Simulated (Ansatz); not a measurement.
**HgTe: stress against strain**

HgTe (zinc blende, F-43m, 33.308 Å³/atom at rest, cube axes along x, y and z) under a strain ε along a cube axis (axis z), the other axes held. LDA in Ansatz, a plane-wave DFT program (PAW, default set), 420 eV, 9×9×9 Γ-centred mesh, Fermi-Dirac smearing 0.05 eV; ions are relaxed within the symmetry of each cell. Stress is positive for a compressed cell.

Here s stands for strain and y for stress zz.

| strain (%) | stress zz (GPa) |
|---|---|
| -1.50 | 0.90 |
| -1.00 | 0.59 |
| -0.50 | 0.30 |
| 0.00 | 0.00 |
| 0.50 | -0.29 |
| 1.00 | -0.58 |
| 1.50 | -0.86 |
| 3.00 | ? |

Q: Fit y against s with a straight line, and predict the withheld value at s = 3.00.

A: Means: s 0, y 0.009. About the means, the sum of products is -4.1050 and the sum of squares of s is 7.0000; the slope is their ratio. Least squares gives y = 0.009 - 0.5864·s. Residuals (row less fit): 0.011, -0.005, -0.002, -0.009, -0.006, -0.003, 0.011; standard error 0.009 (degrees of freedom: 5). The slope gives the elastic constant C11 = 59 ± 0.3 GPa. At the withheld row, y = 0.009 - 0.5864 × 3.0 = -1.750 GPa. The calculation gives -1.68 GPa, 0.070 GPa above the prediction (2.7 % of the range of y in the table). The row lies outside the fitted rows, so this is an extrapolation. From the scatter of the fitted rows alone, a prediction at this place has a standard error of 0.014 GPa, so the miss is 5.0 times that.

One order more, fitted to all 13 runs of the series, follows each within 0.01, so the miss is the next term of a smooth law. This level leaves no gap over 0.05 eV at strain -1.50, -1.00, -0.50, 0.00, 0.50, 1.00, 1.50, 3.00, where the mesh may be coarse. Rows are the converged runs of the series near zero and its far end; series whose fitted rows scatter by over a few per cent of the range, as at a crossing or softening among them, aren't shown in this form. Most that stay on the fit to the last digits aren't either.
